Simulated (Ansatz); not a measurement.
Results of PBEsol (plane waves, PAW; Ansatz, an electronic-structure program) for SnS2 (P6₃mc, No. 186; cell taken from a computed entry).

Run with plane-wave cutoff 520 eV, 12×12×4 k mesh (along the axes of the cell as run), Fermi–Dirac smearing 0.01 eV, scalar-relativistic PAW data made under PBE.

Computed at the level's own relaxed cell.

**Question.** Predict the band gap, direct gap at Γ, lattice constant a and lattice parameter c.

**Answer.** 
- band gap = 1.27 eV (on the SCF k mesh)
- direct gap at Γ = 2.01 eV
- lattice constant a = 3.651 Å
- lattice parameter c = 12.157 Å

Note: the relaxation could not lower the start's symmetry, so the cell can be a saddle point above a distorted one; the cell has widely spaced layers and the level no dispersion term, so their spacing and the moduli can rest on weak binding.

Spin–orbit coupling is not included.

Computed values are for the static lattice.
